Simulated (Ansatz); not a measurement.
Take ZrO2 (space group P4_2/nmc, No. 137; a = 3.621 Å, c = 5.283 Å) as the base.

The values are results of PBE (Ansatz, a program for electronic structure, PAW, no spin-orbit coupling), not measurements.

One change was made to it. Results:

| quantity | base | after |
|---|---|---|
| electron mass | 2.3 mₑ along c, 0.61 mₑ across (at Γ) | 1.9 mₑ along c, 0.54 mₑ across (at Γ) |
| lattice parameter a | 3.621 Å | 3.496 Å |
| band gap | 4.04 eV | 3.92 eV |
| smallest direct gap | 4.13 eV | 4.06 eV |

Problem. Name the change that was made.
(A) pressure 15 GPa
(B) pressure 9 GPa
(C) pressure −2 GPa
(D) pressure 4.5 GPa
(E) pressure 30 GPa

Solution. E, pressure 30 GPa. For comparison, the band gap in the other runs: pressure 4.5 GPa gives 4.05 eV; pressure 9 GPa gives 4.07 eV; pressure 15 GPa gives 4.04 eV; pressure −2 GPa gives 4.03 eV.

Load acts through the strain it causes; cell and atoms are relaxed under it. Effective masses come from finite differences of ±0.01 Å⁻¹. No phonon test of stability was made. Competing high-pressure phases were not computed. This is not the structure that ZrO2 has at room temperature and ambient pressure.
